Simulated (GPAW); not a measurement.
Input and output of a self-consistent single point for ZnSe (R3m, 2 atoms in the cell) (GPAW).

Level of theory: LDA (Perdew-Wang 92), GPAW PAW datasets LDA (gpaw-data 1.0.1) (plane waves; GPAW 25.7.0).

```xyz
2
Lattice="0.0000 2.8208 2.8208 2.8208 0.0000 2.8208 2.8208 2.8208 0.0000" Properties=species:S:1:pos:R:3 pbc="T T T"
Zn     0.0289     0.0289     0.0289
Se     1.4104     1.4104     1.4104
```

Reference input (self-consistent single point, DFT LDA (Perdew-Wang 92), plane waves, GPAW PAW datasets LDA (gpaw-data 1.0.1)): mode = pw; ecut = 850 eV; xc = LDA; kpts = 3 3 3; mesh shift (steps) = 0 0 0; occupations.name = fermi-dirac; occupations.width = 0.01 eV; nbands = -8; convergence.bands = -6; symmetry.symmorphic = false; symmetry.tolerance = 0.0005; maxiter = 150. This run's input differs from it in these lines:

```diff
@@ -13,2 +13,3 @@
 calc = GPAW(mode=PW(850),
+            h=0.25,
             xc='LDA',
```

Output, abridged:

```
Input parameters:
  convergence: {bands: -6}
  h: 0.25
  kpts: [3 3 3]
  maxiter: 150
  mode: {ecut: 850.0,
         name: pw}
  nbands: -8
  occupations: {fixmagmom: False,
                name: fermi-dirac,
                width: 0.01}
  symmetry: {symmorphic: False,
             tolerance: 0.0005}

species:
  Zn:
    name: Zinc
    Z: 30.0
    valence: 12
    core: 18
    charge: 0.0
    file: Zn.LDA.gz

    # Using partial waves for Zn as LCAO basis

  Se:
    name: Selenium
    Z: 34.0
    valence: 6
    core: 28
    charge: 0.0
    file: Se.LDA.gz

    # Using partial waves for Se as LCAO basis

Reference energy: -114805.075344  # eV

Spin-paired calculation

Convergence criteria:
 Maximum [total energy] change in last 3 cyles: 0.0005 eV / valence electron
 Maximum integral of absolute [dens]ity change: 0.0001 electrons / valence electron
 Maximum integral of absolute [eigenst]ate change: 4e-08 eV^2 / valence electron
 Maximum number of scf [iter]ations: 150

Symmetries present (total): 6
Symmetries with fractional translations: 0
27 k-points: 3 x 3 x 3 Monkhorst-Pack grid
6 k-points in the irreducible part of the Brillouin zone
       k-points in crystal coordinates                weights
   0:     0.00000000    0.00000000    0.00000000          1/27
   1:     0.33333333    0.00000000   -0.33333333          6/27
   2:     0.33333333    0.00000000    0.00000000          6/27
   3:     0.33333333    0.33333333   -0.33333333          6/27
   4:     0.33333333    0.33333333    0.00000000          6/27
   5:     0.33333333    0.33333333    0.33333333          2/27

Traceback (most recent call last):
   [... frames left out ...]
AssertionError
```

The program stopped before any SCF iteration. 

The starting cell has typed, rounded lattice constants, without a prior relaxation at this level. Its lattice was rescaled by up to half a per cent. One atom was moved a little off its site on purpose.
